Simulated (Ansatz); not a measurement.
Functionals compared on a constructed model of the (111) surface of fcc Ir, a pseudomorphic layer of Ga in the host's stacking (bottom of the slab: a bare face, its two planes held), in Ansatz (plane waves, PAW). The structure was relaxed with PBE; the other rows are single points on it. Cutoff 420 eV (500 eV for r2SCAN).

Slab: 7 atoms, 13.4 Å thick at the start with caps and adatoms (thin: gaps and levels are the slab's own); k 16x16x1, smearing 0.1 eV, dipole-corrected; 2 atoms held, the rest relaxed; symmetry of the start imposed; no spin, no spin-orbit, no U. It is one candidate, not shown to be the stable structure of the face. These notes are the PBE run's.

```tsv
functional	work function of the top face (eV)	rough cost of the single point
PBE	4.48	–
RPBE	___	roughly 17 core-seconds
r2SCAN	4.59	very roughly 40 core-seconds
```

Question: Some entries are withheld; supply them.

Answer: 
- RPBE, work function of the top face (eV): 4.35

Ansatz is an electronic-structure program.
